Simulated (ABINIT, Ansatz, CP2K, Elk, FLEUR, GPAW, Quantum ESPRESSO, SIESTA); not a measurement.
One structure in several programs: SbAs (R3m, 2 atoms in the cell)

Self-consistent single point, at a second geometry (lattice scaled by 0.98). First geometry:

```
CELL_PARAMETERS angstrom
      2.03272     1.17359     3.71659
     -2.03272     1.17359     3.71659
      0.00000    -2.34718     3.71659
ATOMIC_POSITIONS crystal
  Sb 0.22910 0.22910 0.22910
  As 0.77090 0.77090 0.77090
```

Shared settings, as Ansatz (a first-principles code) writes them: kpoints.mp_grid.grid = 7 7 7; scf.occupations.method = fermi_dirac; scf.occupations.width = 0.1 eV. Potentials and cutoffs stand in the table.

| code | model | ΔF from the first geometry (meV/atom) | pressure (GPa) | largest force (eV/Å) | cutoff |
|---|---|---|---|---|---|
| GPAW | PBEsol, GPAW PAW datasets PBEsol (made by gpaw-setup) | -0.4 | 2.02 | 0.490 | 550 eV |
| CP2K | PBEsol, GPW, DZVP-MOLOPT-PBE-GTH basis, GTH-PBE potentials (POTENTIAL_UZH) | 27.9 | 5.26 | 0.772 | grid 400 Ry |
| ABINIT | PBEsol, norm-conserving pseudopotentials (PseudoDojo nc-sr-04 PBEsol standard) | 1.1 | 2.25 | 0.494 | 42 Ha |
| Ansatz | PBEsol, PAW files made with PBE | 1.2 | 2.25 | 0.487 | default |
| Quantum ESPRESSO | PBEsol, PSlibrary PAW (PBE) pseudopotentials | 1.5 | 2.29 | 0.533 | 30 Ry |
| SIESTA | GGA PBEsol, numerical atomic orbitals DZP, PseudoDojo PBEsol standard norm-conserving potentials (rewritten from UPF to PSML) | 18.9 | 4.33 | 1.074 | grid 400 Ry |
| Elk | PBEsol, all-electron FP-LAPW, Elk's shipped species files, default APW+lo basis | 0.7 | – | – | default |
| FLEUR | PBEsol, all-electron FLAPW (FLEUR), scalar-relativistic valence | 6.3 | – | 0.550 | Kmax 4.2 1/bohr |

Size of the force on each atom (eV/Å): Sizes of forces hide their directions.

```
code                Sb1    As2
----------------  -----  -----
GPAW              0.482  0.490
CP2K              0.771  0.772
ABINIT            0.494  0.494
Ansatz            0.487  0.487
Quantum ESPRESSO  0.533  0.533
SIESTA            1.074  1.074
FLEUR             0.550  0.547
```

A dash marks a value that a program does not give, or that is left out as unsure.

On Ansatz's run: spin-orbit coupling is off.

The spread over the programs that give each value: ΔF from the first geometry within 28.3 meV/atom; pressure within 3.24 GPa; largest force within 0.587 eV/Å.

CP2K and SIESTA use small atom-centred bases, whose incompleteness enters pressures, forces and empty levels differently from a plane-wave cutoff. Elk and FLEUR treat all electrons, but the usual bases taken here (sphere radii, linearisation, local orbitals, empty states) were not tested for convergence, so the values are no reference for the others. Ansatz's pressure is given at a fixed set of plane waves, as the other plane-wave codes print theirs. In the pressure, CP2K (by 3.02) and SIESTA (by 2.08) lie more than 1 GPa from the median of the plane-wave programs. In the force vectors, CP2K (by 0.281) and SIESTA (by 0.583) lie more than 0.08 eV/Å from the median of the plane-wave programs.

The starting cell comes from a database of computed structures (which also holds hypothetical and non-ambient phases and stackings), without a prior relaxation at this level. For this run, on top of that: lattice scaled by 0.98.

Keys are those of Ansatz 0.2.
